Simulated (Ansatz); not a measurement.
System: rock-salt LaTe. Method: HSE06 (plane waves, PAW; Ansatz, a first-principles code).

Settings: plane-wave cutoff 460 eV, 8×8×8 k mesh, Fermi–Dirac smearing 0.05 eV, scalar-relativistic PAW data made under PBE.

Energies at three volumes about the minimum:

| V (Å³/atom) | E − E_lowest (meV/atom) |
|---|---|
| 32.821 | 3.79 |
| 33.468 | 0.00 |
| 34.504 | 3.71 |

Problem. Fit a parabola by hand: where is the minimum, what lattice constant follows, and what is the bulk modulus?

Solution. Slopes: (0.00 − 3.79)/(33.468 − 32.821) = -5.858 and (3.71 − 0.00)/(34.504 − 33.468) = 3.581 meV/Å³. Curvature E″ = 2 × (3.581 − (-5.858))/(34.504 − 32.821) = 11.217 meV/Å⁶. From the middle of the first interval, the slope vanishes at V0 = 33.1445 − (-5.858)/11.217 = 33.667 Å³/atom. B = V0 E″ = 33.667 × 11.217 meV/Å³ × 0.1602 GPa per meV/Å³ = 60.5 GPa. With 8 atoms in the cube, a = (8 × 33.667)^(1/3) = 6.458 Å. The full Birch–Murnaghan fit to all volumes gives V0 = 33.648 Å³/atom and B0 = 59.9 GPa.

Measured, for comparison: equilibrium volume per atom 33.22 Å³/atom (temperature not stated, not corrected to a static lattice, from a published cell, temperature and pressure not stated; as tabulated in Inorganic Materials (USSR) 2, 66 (1966)). Computed less measured: equilibrium volume per atom +1.3 %.
